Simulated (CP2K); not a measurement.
CP2K run on Ti (P-3m1, 2 atoms in the cell): self-consistent single point.

Method: CP2K with LDA (Pade form), GPW, DZVP-MOLOPT-SR-GTH basis, GTH-PADE potentials (GTH_POTENTIALS).

```
CELL_PARAMETERS angstrom
      2.93525     0.00000     0.00000
     -1.46762     2.54200     0.00000
      0.00000     0.00000     4.65660
ATOMIC_POSITIONS crystal
  Ti 0.33333 0.66667 0.26074
  Ti 0.66667 0.33333 0.75000
```

Reference input (self-consistent single point, DFT LDA (Pade form), GPW, DZVP-MOLOPT-SR-GTH basis, GTH-PADE potentials (GTH_POTENTIALS)): CUTOFF = 600 Ry; REL_CUTOFF = 50 Ry; SMEAR/METHOD = FERMI_DIRAC; ELECTRONIC_TEMPERATURE = 1160.45 K; KPOINTS/SCHEME = MONKHORST-PACK 6 6 3; GAMMA_CENTERED = T; XC_FUNCTIONAL = PADE; Ti/BASIS_SET = DZVP-MOLOPT-SR-GTH; Ti/POTENTIAL = GTH-PADE-q12; METHOD = GPW; EPS_DEFAULT = 1e-10; NGRIDS = 5. This run's input differs from it in these lines:

```diff
@@ -36,3 +36,3 @@
         METHOD FERMI_DIRAC
-        ELECTRONIC_TEMPERATURE [K] 1160.45
+        ELECTRONIC_TEMPERATURE [K] 11604.5
       &END SMEAR
@@ -40,3 +40,3 @@
     &KPOINTS
-      SCHEME MONKHORST-PACK 6 6 3
+      SCHEME MONKHORST-PACK 10 10 5
       GAMMA_CENTERED T
```

Output (repeated stretches shortened):

```
 SCF WAVEFUNCTION OPTIMIZATION

  Step     Update method      Time    Convergence         Total energy    Change
     1 NoMix/Diag. 0.20E+00      -     1.64190126      -117.0249142180 -1.17E+02
     2 Broy./Diag. 0.20E+00      -     0.00572773      -117.0555676113 -3.07E-02
     3 Broy./Diag. 0.20E+00      -     0.01164630      -116.7414237203  3.14E-01
     4 Broy./Diag. 0.20E+00      -     0.00147925      -116.4962918281  2.45E-01
     5 Broy./Diag. 0.20E+00      -     0.00097272      -116.5136839326 -1.74E-02
     6 Broy./Diag. 0.20E+00      -     0.00069177      -116.5196821490 -6.00E-03
   [... 90 lines left out ...]
    97 Broy./Diag. 0.20E+00      -     0.00043733      -116.5194549760 -5.72E-10
    98 Broy./Diag. 0.20E+00      -     0.00040560      -116.5194549729  3.07E-09
    99 Broy./Diag. 0.20E+00      -     0.00014855      -116.5194549749 -2.00E-09
   100 Broy./Diag. 0.20E+00      -     0.00025050      -116.5194549757 -8.44E-10
  Leaving inner SCF loop after reaching   100 steps.

  Overlap energy of the core charge distribution:               0.00000000000000
  Self energy of the core charge distribution:               -213.79815797599190
  Core Hamiltonian energy:                                     54.74643600596280
  Hartree energy:                                              57.26305329923806
   [... lines left out ...]
  Fermi energy:                                                 0.39083282135295
  Total energy:                                              -116.51945497573095
   [... lines left out ...]
 *  /   \                                                                      *
 * [ABORT]                                                                     *
 *  \___/     SCF run NOT converged. To continue the calculation regardless,   *
 *    |             please set the keyword IGNORE_CONVERGENCE_FAILURE.         *
 *  O/|                                                                        *
 * /| |                                                                        *
 * / \                                                            qs_scf.F:702 *
 *******************************************************************************

 ===== Routine Calling Stack =====

            4 scf_env_do_scf
            3 qs_energies
            2 qs_forces
            1 CP2K
Abort(1) on node 0 (rank 0 in comm 0): application called MPI_Abort(MPI_COMM_WORLD, 1) - process 0
```

The run ended unconverged after 100 iterations. 

The starting cell has typed, rounded lattice constants, without a prior relaxation at this level. Its lattice was rescaled by up to half a per cent. One atom was moved a little off its site on purpose. Values carry the incompleteness of an atom-centred basis.

Cost on one core of a shared machine: roughly 5 min.
